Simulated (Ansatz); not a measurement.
Base system: Si (space group Ia-3, No. 206).

Space group Ia-3 (No. 206); a = 6.6014 Å, b = 6.6014 Å, c = 6.6014 Å, α = 90.00°, β = 90.00°, γ = 90.00°

```csv
atom,site,symmetry,x,y,z
Si,16c,.3.,0.1023,0.1023,0.1023
```
(The calculation used a cell of 8 atoms; values per cell refer to that cell.)

Calculations: PBEsol (Ansatz, a quantum-chemistry and plane-wave program), scalar-relativistic without spin-orbit coupling, earlier PAW set.

Base values:

| Quantity | Result |
|---|---|
| Lattice parameter a | 660.1 pm |
| Band gap | zero |

Perturbation: full substitution Si → P, then cell and atoms are relaxed.

Tabulated Pauling electronegativity and covalent radius: Si 1.90, 1.11 Å; P 2.19, 1.07 Å.

Task: What happens to the lattice parameter a?

Result: The lattice parameter a decreases by 9.6 pm, from 660.1 pm to 650.5 pm.

Task: What happens to the band gap?

Result: The band gap is still zero.

Whether these cells are dynamically stable was not tested. As relaxed here, P is a hypothetical phase, not in the database extracts checked. This is not the structure that Si has at room temperature and ambient pressure. The zero or small gap of Si can change with the level of theory.
